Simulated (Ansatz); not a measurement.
Spacing of the highest filled and lowest empty level at the zone centre in eight small model glasses of hand-chosen composition and density, fast-quenched (anions pushed apart in CHGNet runs), each at its PBE geometry, by PBE and by r2SCAN (Ansatz, a quantum-chemistry and plane-wave program, plane waves, PAW). The cells are the first eight to finish that balance their formal charges, show no moments and no lower geometry on charging where those were tested, and have a gap at both levels; defect levels can set the spacings.

```tsv
cell	quench by	pressure (GPa)	levels at the gap	PBE (eV)	experiment, tabulated (eV)
Al28O45Mo	CHGNet	2.5	localised at both edges	1.75	-
In24O37Ba	CHGNet	0.4	localised at the filled edge	0.58	-
Si30N44Hf3	CHGNet	0.6	localised at the filled edge	1.91	-
Ti20O43Lu2	CHGNet	1.4	localised at the filled edge	2.60	-
Zr20O42Sn	CHGNet	-0.5	localised at the filled edge	3.07	-
Zr20O41Li2	CHGNet	-4.0	localised at the filled edge	3.45	-
In9Ga9Zn9O41Ta2	CHGNet	0.2	localised at the filled edge	1.05	-
Si30N44Ge3	CHGNet	0.1	localised at the filled edge	0.55	-
```

Question: What does r2SCAN give, and how does it move these values against PBE?

Answer: Al28O45Mo 2.00, In24O37Ba 0.98, Si30N44Hf3 2.24, Ti20O43Lu2 2.95, Zr20O42Sn 3.55, Zr20O41Li2 3.87, In9Ga9Zn9O41Ta2 1.52, Si30N44Ge3 0.69 eV. It raises them by +0.14 to +0.48 eV, +0.35 eV on average. A straight line through the eight gives r2SCAN = 1.05 × PBE +0.27 eV, with a scatter of 0.10 eV.
